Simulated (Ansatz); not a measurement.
## The (111) surface of germanium, ideal Ge-terminated 1x1 (bottom of the slab: 1 H on 1 bottom site)

Calculation: PBE (plane waves to 420 eV, PAW; Ansatz, an electronic-structure program).

Model: 9-atom slab, 12.4 Å thick at the start with caps and adatoms (thin: gaps and levels are the slab's own), 8x8x1 mesh, Fermi-Dirac 0.025 eV, dipole correction, 2 atoms held, the rest relaxed; symmetry of the start imposed; spin-polarised, ending with about 0.7 μB a cell, a value that depends on the mesh; orders that need a larger cell were not tried, no spin-orbit, no U. The slab shows no gap on its mesh. In PBE it lies 0.14 eV a 1x1 cell over the lowest computed structure of the same composition (2x2 cell from a buckled start).

* **work function of the top face**: 4.41 eV
* **energy released by relaxation**: 0.009 eV
* **cost**: roughly 4 core-minutes
